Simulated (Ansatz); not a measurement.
The reference is WS₂ (space group P6_3/mmc, No. 194; a = 3.115 Å, c = 11.772 Å; layered, stacked along the Cartesian z axis). Axes: x lies along a and z along c of the hexagonal cell.

Calculations: PBEsol-D3(BJ) (Ansatz, an electronic-structure program; PAW; 420 eV plane waves; scalar-relativistic without spin-orbit coupling).

Base values:

* **Valence-band top at Γ**: 0.00, -1.26, -1.60 eV

Modification: uniaxial strain ε_zz = −3.00 %, all other strain components held at zero; the atoms relax in the strained cell.

Task: Predict the new largest internal atomic displacement and valence-band top at Γ.

Result: The largest internal atomic displacement is 0.039 Å; the valence-band top at Γ (three highest levels, from the VBM) becomes 0.00, -1.05, -1.73 eV (base: 0.00, -1.26, -1.60 eV).

Spin-orbit coupling, missing from the scalar runs, can matter with W. The levels and masses belong to the bands next to the band gap. Stability against distortions was not tested.
